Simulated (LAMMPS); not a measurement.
MD of SiC (zinc blende) at zero pressure over temperature, 1000 atoms; each row names its start.

Method: classical MD, pair style vashishta, file SiC.vashishta; code LAMMPS.

```tsv
T (K), start	state	volume	enthalpy	first peak of g(r), C-Si	coordination number of C by Si	D(C)	D(Si)	viscosity
100, crystal	crystal; no diffusion seen in 30 ps	10.3757 ± 0.0001 Å³/atom	-6.3142 ± 0.0001 eV/atom	1.89 Å, height 26.4	4.00 (counted to 2.58 Å)	-	-	-
200, crystal	crystal; no diffusion seen in 30 ps	10.4053 ± 0.0002 Å³/atom	-6.2880 ± 0.0001 eV/atom	1.89 Å, height 20.5	4.00 (counted to 2.62 Å)	-	-	-
300, crystal	crystal; no diffusion seen in 30 ps	10.4360 ± 0.0002 Å³/atom	-6.2615 ± 0.0002 eV/atom	1.89 Å, height 17.8	4.00 (counted to 2.62 Å)	-	-	-
1300, crystal	crystal; no diffusion seen in 30 ps	10.7620 ± 0.0007 Å³/atom	-5.9845 ± 0.0004 eV/atom	1.89 Å, height 9.0	4.00 (counted to 2.78 Å)	-	-	-
1740, crystal	crystal; no diffusion seen in 30 ps	10.927 ± 0.002 Å³/atom	-5.8540 ± 0.0007 eV/atom	1.89 Å, height 7.5	4.00 (counted to 2.78 Å)	-	-	-
2180, crystal	crystal; no diffusion seen in 30 ps	11.120 ± 0.002 Å³/atom	-5.7141 ± 0.0010 eV/atom	1.89 Å, height 6.7	4.00 (counted to 2.82 Å)	-	-	-
2610, crystal	crystal; no diffusion seen in 30 ps	11.365 ± 0.002 Å³/atom	-5.5620 ± 0.0005 eV/atom	1.89 Å, height 6.1	4.01 (counted to 2.86 Å)	-	-	-
3040, crystal	crystal; no diffusion seen in 30 ps	11.722 ± 0.005 Å³/atom	-5.384 ± 0.001 eV/atom	1.88 Å, height 5.5	3.99 (counted to 2.78 Å)	-	-	-
3480, crystal	liquid	15.79 ± 0.02 Å³/atom	-4.679 ± 0.002 eV/atom	1.87 Å, height 5.1	-	(1.8 ± 0.1) × 10^-4 cm²/s	(2.0 ± 0.1) × 10^-4 cm²/s	-
2030, melt	liquid	13.09 ± 0.02 Å³/atom	-5.252 ± 0.002 eV/atom	1.88 Å, height 6.1	3.62 (counted to 2.54 Å)	(2.06 ± 0.08) × 10^-5 cm²/s	(3.39 ± 0.04) × 10^-5 cm²/s	-
2320, melt	liquid	13.65 ± 0.02 Å³/atom	-5.117 ± 0.002 eV/atom	1.88 Å, height 5.6	3.53 (counted to 2.54 Å)	(4.4 ± 0.3) × 10^-5 cm²/s	(6.7 ± 0.2) × 10^-5 cm²/s	4.1 ± 0.5 mPa s
2610, melt	liquid	14.14 ± 0.02 Å³/atom	-4.998 ± 0.001 eV/atom	1.88 Å, height 5.5	-	(7.8 ± 0.4) × 10^-5 cm²/s	(9.4 ± 0.4) × 10^-5 cm²/s	2.8 ± 0.2 mPa s
2900, melt	liquid	14.636 ± 0.010 Å³/atom	-4.8901 ± 0.0010 eV/atom	1.87 Å, height 5.2	-	(1.03 ± 0.02) × 10^-4 cm²/s	(1.38 ± 0.09) × 10^-4 cm²/s	2.3 ± 0.2 mPa s
3190, melt	liquid	15.22 ± 0.01 Å³/atom	-4.778 ± 0.002 eV/atom	1.87 Å, height 5.0	-	(1.38 ± 0.04) × 10^-4 cm²/s	(1.74 ± 0.03) × 10^-4 cm²/s	-
3620, melt	liquid	16.16 ± 0.01 Å³/atom	-4.6235 ± 0.0007 eV/atom	1.86 Å, height 4.9	-	(2.1 ± 0.1) × 10^-4 cm²/s	(2.42 ± 0.06) × 10^-4 cm²/s	-
4060, melt	liquid	17.32 ± 0.05 Å³/atom	-4.466 ± 0.002 eV/atom	1.86 Å, height 4.9	-	(2.7 ± 0.1) × 10^-4 cm²/s	(3.2 ± 0.1) × 10^-4 cm²/s	1.07 ± 0.09 mPa s
4640, melt	liquid	19.19 ± 0.09 Å³/atom	-4.254 ± 0.001 eV/atom	1.84 Å, height 5.0	-	(4.18 ± 0.08) × 10^-4 cm²/s	(4.6 ± 0.2) × 10^-4 cm²/s	0.70 ± 0.06 mPa s
```

Caution (rows 100, crystal; 200, crystal; 300, crystal): nuclei are classical, which matters for such light atoms.

Caution (rows 1300, crystal; 1740, crystal; 2180, crystal; 2610, crystal; 3040, crystal; 3480, crystal; 2030, melt; 2320, melt; 2610, melt; 2900, melt; 3190, melt; 3620, melt; 4060, melt; 4640, melt): a run this short can hold a crystal over, or a liquid under, the potential's own melting point, which these runs don't give.

Caution (rows 2030, melt; 2320, melt; 2610, melt; 2900, melt; 3190, melt; 3620, melt; 4060, melt; 4640, melt): at ambient pressure real SiC sublimes or decomposes before or as it melts, so this liquid is the model's.

Caution (rows 2900, melt; 4640, melt): enthalpy drifts during the constant-pressure average: a transition or slow ageing; fluctuation values are void.

From the crystal rows between 100 and 300 K, estimate the mean linear expansion coefficient and the heat capacity. The slope of ln V over three gives 9.7 × 10^-6 /K, and dH/dT = 3.1 kB/atom. Nuclei are classical here, so the heat capacity stays near 3 kB/atom, where a real crystal's falls off below its Debye temperature.

Fit an Arrhenius law to the diffusion of C in the liquid. ln D against 1/T from 2030 to 4640 K gives an activation energy of 0.90 eV and D0 = 0.0038 cm²/s.

Fit an Arrhenius law to the diffusion of Si in the liquid. ln D against 1/T from 2030 to 4640 K gives an activation energy of 0.78 eV and D0 = 0.0031 cm²/s.

Estimate the activation energy of viscous flow. About 0.68 eV from ln η against 1/T.

States go by the mean squared displacement: a species diffuses where it passes 1.5 Å², still rises and gives D over 1e-6 cm²/s; a crystal has left its structure where atoms lie 0.35 Å off their sites on average or a cubic box changes its shape by 3 %, or the axial ratios of another lie 8 % off the starting cell's, which the potential's own relaxation can also do.

Errors of D are the spread over four groups of atoms in one short run; a floor of about 5 %, a picked value, is safer.

Errors shown are sampling errors alone.
